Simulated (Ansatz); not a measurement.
# Hypothetical P4_2/mnm BAs, pressure series

Start from BAs (space group P4_2/mnm, No. 136; a hypothetical phase, not in the database extracts checked).

```xyz
8
Lattice="5.8372 0.0000 0.0000 0.0000 5.8372 0.0000 0.0000 0.0000 3.3617" Properties=species:S:1:pos:R:3 pbc="T T T"
B      1.8837     3.9535     0.0000
B      3.9535     1.8837     0.0000
B      4.8024     4.8024     1.6809
B      1.0349     1.0349     1.6809
As     1.8587     1.8587     0.0000
As     3.9786     3.9786     0.0000
As     1.0600     4.7773     1.6809
As     4.7773     1.0600     1.6809
```

Cell and atoms are relaxed at each pressure.

Levels (all Ansatz, a quantum-chemistry and plane-wave program, PAW): PBEsol (420 eV, no spin-orbit coupling); HSE06 (420 eV, without spin-orbit coupling).

Band gaps by level, all at the geometries relaxed with PBEsol:

```csv
case,PBEsol,HSE06
base,0.61 eV,1.30 eV
pressure −2 GPa,0.66 eV,…
pressure −1 GPa,0.63 eV,1.33 eV
pressure 0.3 GPa,0.60 eV,1.30 eV
pressure 0.7 GPa,0.59 eV,1.29 eV
pressure 1.5 GPa,0.57 eV,…
pressure 5 GPa,0.49 eV,1.18 eV
pressure 10 GPa,0.39 eV,…
```

Question: Complete the table.

Answer: 
- pressure −2 GPa, HSE06: 1.36 eV
- pressure 1.5 GPa, HSE06: 1.27 eV
- pressure 10 GPa, HSE06: 1.07 eV

Single points use the geometry relaxed with PBEsol. HSE06 gaps are upper bounds (no full band path). Load acts through the strain it causes; cell and atoms are relaxed under it. Whether these cells are dynamically stable was not tested. Competing high-pressure phases were not computed.
